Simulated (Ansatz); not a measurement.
Reference: TaH2 (Fm-3m), PBEsol, DFPT electron-phonon coupling, linearised Boltzmann equation (plane waves, PAW, scalar-relativistic; Ansatz, a quantum-chemistry and plane-wave program); geometry: relaxed with this functional, without spin-orbit coupling.

Space group Fm-3m (No. 225); a = 4.494 Å, b = 4.494 Å, c = 4.494 Å, α = 90.00°, β = 90.00°, γ = 90.00°

```tsv
atom	site	symmetry	x	y	z
Ta	4a	m-3m	0.0000	0.0000	0.0000
H	8c	-43m	0.2500	0.2500	0.2500
```
(The calculation used a cell of 3 atoms; values per cell refer to that cell.)

The resistivity at 300 K is 18.1 μΩ·cm and the mean free path at 300 K is 4.7 nm. The electron-phonon coupling λ comes out as 0.73. The logarithmic mean phonon energy is 15.0 meV.

Problem. Swap Ta for V, keeping the structure type. How do these values move?

Solution. VH2 (Fm-3m): volume per atom 7.6 to 6.0 Å³; resistivity at 300 K falls (18.1 μΩ·cm to 11.8 μΩ·cm); mean free path at 300 K rises (4.7 nm to 6.2 nm); electron-phonon coupling λ falls (0.73 to 0.30); logarithmic mean phonon energy rises (15.0 meV to 29 meV).

Problem. Swap Ta for Nb, keeping the structure type. How do these values move?

Solution. NbH$_{2}$ (Fm-3m): volume per atom 7.6 to 7.7 Å³; resistivity at 300 K falls (18.1 μΩ·cm to 11.3 μΩ·cm); mean free path at 300 K rises (4.7 nm to 7.7 nm); electron-phonon coupling λ falls (0.73 to 0.38); logarithmic mean phonon energy rises (15.0 meV to 23 meV).

Problem. Replace Ta by Lu on the same sites and relax. What happens?

Solution. LuH$_{2}$ (Fm-3m): volume per atom 7.6 to 10.2 Å³; resistivity at 300 K falls (18.1 μΩ·cm to 11.7 μΩ·cm); mean free path at 300 K rises (4.7 nm to 11.9 nm); electron-phonon coupling λ falls (0.73 to 0.27); logarithmic mean phonon energy rises (15.0 meV to 25 meV).

Moves up to 7 % count as about the same. Metals; harmonic phonons alone scatter; means over directions. The mean free path is weighted by the current that each state carries. Halving the electron mesh moves these values by up to 5 %; q meshes are mostly untested. Some of the runs warned that the eigensolver left states short of its tolerance. Spin-orbit coupling is left out.

Formula and space group known from diffraction (Crystallography Open Database), not checked to be the room-temperature form: LuH2 (Fm-3m), NbH2 (Fm-3m), VH2 (Fm-3m). Computed structure with no diffraction record at hand here (it may be known, metastable or hypothetical): TaH2 (Fm-3m). Treated as nonmagnetic (a ferromagnetic start lost its moment, other orders weren't tried): VH2 (Fm-3m). The missing spin-orbit coupling matters most for LuH2 (Fm-3m), TaH2 (Fm-3m).
